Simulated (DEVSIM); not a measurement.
System: In0.49Ga0.51P/GaAs p-n heterojunction, at 300 K.

| layer (left to right) | material | thickness (μm) | Nd (cm⁻³) | Na (cm⁻³) | τn (s) | τp (s) |
|---|---|---|---|---|---|---|
| 1 | In0.49Ga0.51P | 0.160 | - | 7.8e16 | 4e-9 | 4e-9 |
| 2 | GaAs | 0.270 | 7.8e15 | - | 4e-9 | 4e-8 |

Left contact: ohmic. Right contact: ohmic. Voltage is applied to the left contact. Recombination: SRH at mid-gap, radiative. Mobility is μmin + (μ − μmin)/(1 + (N/Nref)^α).

The device is made up for the run: typed textbook-type constants, with dimensions and the other settings drawn at random. Values at 300 K.

```tsv
parameter	In0.49Ga0.51P	GaAs
gap (eV)	1.89	1.424
affinity (eV)	4	4.07
permittivity	11.8	12.9
Nc (cm⁻³)	9e17	4.7e17
Nv (cm⁻³)	1.3e19	9e18
μn (cm²/Vs)	1500	8500
μp (cm²/Vs)	80	400
μn,min	400	500
μp,min	15	20
Nref,n	2e16	6e16
Nref,p	1.5e17	1.5e17
αn	0.7	0.39
αp	0.8	0.38
B (cm³/s)	1e-10	2e-10
```

Simulated with DEVSIM: 1D drift-diffusion, Boltzmann statistics, complete ionisation; no tunnelling, impact ionisation, image-force lowering or self-heating. Band offsets follow the typed affinities; no thermionic-emission limit at abrupt steps, no polarisation charge.

Tabulate band edges, carrier densities and field at zero bias.

Energies count from the Fermi level of the right contact; mesh points crowd at the junctions.

```csv
x (μm),Ec (eV),Ev (eV),n (cm⁻³),p (cm⁻³),field (V/cm)
0.000,1.758,-0.132,< 1e2,7.8e16,-64
0.003635,1.758,-0.132,< 1e2,7.8e16,-66
0.009850,1.758,-0.132,< 1e2,7.8e16,-78
0.01952,1.758,-0.132,< 1e2,7.8e16,-130
0.04590,1.757,-0.133,< 1e2,7.5e16,-710
0.08000,1.748,-0.142,< 1e2,5.3e16,-6500
0.1153,1.684,-0.206,< 1e2,4.4e15,-35000
0.1401,1.562,-0.328,< 1e2,4.0e13,-64000
0.1505,1.490,-0.401,< 1e2,2.4e12,-76000
0.1566,1.441,-0.449,< 1e2,3.7e11,-83000
0.1599,1.413,-0.478,< 1e2,1.2e11,-85000
0.1651,1.306,-0.118,< 1e2,9.2e16,-65000
0.1726,1.260,-0.164,< 1e2,1.6e16,-60000
0.1855,1.184,-0.240,< 1e2,8.4e14,-57000
0.2168,1.009,-0.415,< 1e2,9.8e11,-54000
0.2622,0.775,-0.649,44000,1.1e8,-49000
0.3287,0.474,-0.950,5.2e9,980,-42000
0.3713,0.306,-1.118,3.4e12,< 1e2,-37000
0.4048,0.187,-1.237,3.3e14,< 1e2,-33000
0.4176,0.145,-1.278,1.7e15,< 1e2,-32000
0.4249,0.122,-1.302,4.2e15,< 1e2,-32000
0.4300,0.106,-1.318,7.8e15,< 1e2,-32000
```
